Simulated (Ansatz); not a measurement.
## AlB2-type TiB₂

The numbers are results of PBE-D4 in Ansatz (plane waves, PAW), not measurements.

Settings: plane-wave cutoff 500 eV, 18×18×12 k mesh (along the axes of the cell as run), Fermi–Dirac smearing 0.05 eV, no spin polarisation, scalar-relativistic PAW data made under PBE.

Cell: relaxed at this level.

```json
{
  "volume_per_atom": "8.29 Å³/atom",
  "lattice_parameter_a": "3.010 Å",
  "c axis length": "3.172 Å"
}
```

Measured, for comparison: lattice constant a 3.029 Å, lattice parameter c 3.229 Å (293 K, no zero-point or thermal correction; as tabulated in R. G. Munro, J. Res. NIST 105, 709 (2000), Material Properties of Titanium …). Computed (rounded) less measured: lattice constant a -0.6 %, lattice parameter c -1.8 %. A static lattice is as a rule a little smaller and stiffer than an uncorrected measurement, which narrows the difference in the lattice constant a, lattice parameter c and would widen misses of the other sign.

The computed numbers hold no vibrational or temperature effects.

Computing time: very roughly 40 core-seconds.

Ansatz is a first-principles code.
